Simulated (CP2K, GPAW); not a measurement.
A GPAW input for a self-consistent single point of BaTe (Fm-3m, 2 atoms in the cell) (DFT PBEsol, plane waves, GPAW PAW datasets PBEsol (made by gpaw-setup)):

```python
from ase import Atoms
from ase.units import GPa
from gpaw import GPAW

atoms = Atoms(['Ba', 'Te'],
              cell=[[0.000000, 3.500000, 3.500000],
                    [3.500000, 0.000000, 3.500000],
                    [3.500000, 3.500000, 0.000000]],
              scaled_positions=[[0.000000, 0.000000, 0.000000],
                                [0.500000, 0.500000, 0.500000]],
              pbc=True)

calc = GPAW(mode={'name': 'pw', 'ecut': 600},
            xc='PBEsol',
            kpts={'size': (8, 8, 8), 'gamma': True},
            occupations={'name': 'fermi-dirac', 'width': 0.01},
            nbands=-4,
            convergence={'bands': -2},
            symmetry={'symmorphic': False, 'tolerance': 0.0005},
            maxiter=100)

atoms.calc = calc

energy = atoms.get_potential_energy()
print('Energy (eV):', round(energy, 6))
forces = atoms.get_forces()
print('Forces (eV/Ang):')
print(forces.round(5))
stress = atoms.get_stress()
print('Stress (GPa, Voigt):', (stress / GPa).round(4))
```

Task: Give the CP2K input for the same structure, mesh, smearing and functional.

Result: One input that does it (others would too):

```
&GLOBAL
  PROJECT run
  RUN_TYPE ENERGY_FORCE
  PRINT_LEVEL MEDIUM
&END GLOBAL
&FORCE_EVAL
  METHOD Quickstep
  STRESS_TENSOR ANALYTICAL
  &DFT
    BASIS_SET_FILE_NAME BASIS_MOLOPT
    POTENTIAL_FILE_NAME GTH_POTENTIALS
    &QS
      METHOD GPW
      EPS_DEFAULT 1E-10
    &END QS
    &MGRID
      CUTOFF 500
      REL_CUTOFF 40
      NGRIDS 5
    &END MGRID
    &SCF
      SCF_GUESS ATOMIC
      EPS_SCF 1E-6
      MAX_SCF 100
      ADDED_MOS 4
      &DIAGONALIZATION
        ALGORITHM STANDARD
      &END DIAGONALIZATION
      &MIXING
        METHOD BROYDEN_MIXING
        ALPHA 0.3
        NBUFFER 8
        BETA 1.5
      &END MIXING
      &SMEAR ON
        METHOD FERMI_DIRAC
        ELECTRONIC_TEMPERATURE [K] 116.05
      &END SMEAR
    &END SCF
    &KPOINTS
      SCHEME MACDONALD 8 8 8 0.0625 0.0625 0.0625
    &END KPOINTS
    &XC
      &XC_FUNCTIONAL
        &PBE
          PARAMETRIZATION PBESOL
        &END PBE
      &END XC_FUNCTIONAL
    &END XC
    &PRINT
      &MO
        EIGENVALUES T
        OCCUPATION_NUMBERS T
        NDIGITS 8
        FILENAME mo
        &EACH
          QS_SCF 0
        &END EACH
        ADD_LAST NUMERIC
      &END MO
      &MULLIKEN ON
      &END MULLIKEN
    &END PRINT
  &END DFT
  &SUBSYS
    &CELL
      A 4.94974700 0.00000000 0.00000000
      B 2.47487400 4.28660700 0.00000000
      C 2.47487400 1.42886900 4.04145200
      PERIODIC XYZ
    &END CELL
    &COORD
      Ba       0.00000000     0.00000000     0.00000000
      Te       4.94974750     2.85773800     2.02072600
    &END COORD
    &KIND Ba
      BASIS_SET DZVP-MOLOPT-SR-GTH
      POTENTIAL GTH-PBE-q10
    &END KIND
    &KIND Te
      BASIS_SET DZVP-MOLOPT-SR-GTH
      POTENTIAL GTH-PBE-q6
    &END KIND
  &END SUBSYS
  &PRINT
    &FORCES ON
    &END FORCES
    &STRESS_TENSOR ON
    &END STRESS_TENSOR
  &END PRINT
&END FORCE_EVAL
```

Basis settings and potentials, where a program has them, do not carry over. This input uses DFT PBEsol, GPW, DZVP-MOLOPT-SR-GTH basis, GTH-PBE potentials (GTH_POTENTIALS). Both were run: pressure -0.58 GPa in GPAW and 0.54 in CP2K; gap on the mesh 1.457 eV in GPAW and 2.029 in CP2K.

On GPAW: the starting cell has typed, rounded lattice constants, without a prior relaxation at this level. Spin-orbit coupling is off.

On CP2K: the starting cell has typed, rounded lattice constants, without a prior relaxation at this level. Spin-orbit coupling is off. Values carry the incompleteness of an atom-centred basis. The potentials were made for another functional than the one used.
